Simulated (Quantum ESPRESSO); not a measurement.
Worked example: self-consistent single point of Sn3Bi (I4/mmm, 4 atoms in the cell) in Quantum ESPRESSO.

Method: PBEsol, SSSP 1.1.2 efficiency (PBE) pseudopotentials (plane waves; Quantum ESPRESSO 7.5).

```yaml
crystal:
  lattice:
    - [-2.35125, 2.35125, 5.28308]
    - [2.35125, -2.35125, 5.28308]
    - [2.35125, 2.35125, -5.28308]
  atoms:
    - { symbol: Sn, position: [0.50000, 0.50000, 0.00000] }
    - { symbol: Sn, position: [0.25000, 0.75000, 0.50000] }
    - { symbol: Sn, position: [0.75000, 0.25000, 0.50000] }
    - { symbol: Bi, position: [0.00000, 0.00000, 0.00000] }
```

Reference input (self-consistent single point, DFT, PBEsol, plane waves, SSSP 1.1.2 efficiency (PBE) pseudopotentials): ecutwfc = 40 Ry; ecutrho = 320 Ry; occupations = smearing; smearing = cold; degauss = 0.0073499 Ry; input_dft = pbesol; potentials = {Sn: Sn_pbe_v1.uspp.F.UPF, Bi: Bi_pbe_v1.uspp.F.UPF}; K_POINTS = automatic 7 7 7 0 0 0; conv_thr = 1e-11 Ry. This run's input differs from it in these lines:

```diff
@@ -15,3 +15,3 @@
   occupations = 'smearing'
-  smearing = 'cold'
+  smearing = 'fd'
   degauss = 0.0073499
```

Output (repeated stretches shortened):

```
     Self-consistent Calculation

     iteration #  1     ecut=    40.00 Ry     beta= 0.70

---- Real-time Memory Report at c_bands before calling an iterative solver
           302 MiB given to the printing process from OS
           134 MiB allocation reported by mallinfo(arena+hblkhd)
------------------

     negative rho (up, down):  4.022E-02 0.000E+00

     total energy              =    -671.98134364 Ry
     estimated scf accuracy    <       3.89619611 Ry

     iteration #  2     ecut=    40.00 Ry     beta= 0.70

---- Real-time Memory Report at c_bands before calling an iterative solver
   [... lines left out ...]
           399 MiB given to the printing process from OS
           169 MiB allocation reported by mallinfo(arena+hblkhd)
------------------

     negative rho (up, down):  4.287E-02 0.000E+00

     total energy              =    -673.28540891 Ry
     estimated scf accuracy    <          5.0E-11 Ry

     iteration # 11     ecut=    40.00 Ry     beta= 0.70

---- Real-time Memory Report at c_bands before calling an iterative solver
           401 MiB given to the printing process from OS
           169 MiB allocation reported by mallinfo(arena+hblkhd)
------------------

     negative rho (up, down):  4.287E-02 0.000E+00
     End of self-consistent calculation

     the Fermi energy is    10.4962 ev

!    total energy              =    -673.28540891 Ry
     estimated scf accuracy    <          1.1E-12 Ry
     smearing contrib. (-TS)   =      -0.00621449 Ry
     internal energy E=F+TS    =    -673.27919441 Ry

     convergence has been achieved in  11 iterations

     negative rho (up, down):  4.287E-02 0.000E+00

     Forces acting on atoms (cartesian axes, Ry/au):

     atom    1 type  1   force =    -0.00000000   -0.00000000    0.00000000
   [... zero for the other atoms too ...]

     Total force =     0.000000     Total SCF correction =     0.000000

     negative rho (up, down):  4.287E-02 0.000E+00
          total   stress  (Ry/bohr**3)                   (kbar)     P=      -27.01
  -0.00017369   0.00000000   0.00000000          -25.55        0.00        0.00
   0.00000000  -0.00017369   0.00000000            0.00      -25.55        0.00
   0.00000000   0.00000000  -0.00020353            0.00        0.00      -29.94

   JOB DONE.
```

The run converged in 11 iterations. Against the reference run the free energy goes down by 10.5 meV/atom and the pressure hardly changes (-2.79 to -2.70 GPa).

The starting cell comes from a database of computed structures (which also holds hypothetical and non-ambient phases and stackings), without a prior relaxation at this level.

Cost on one core of a shared machine: roughly 3 min.
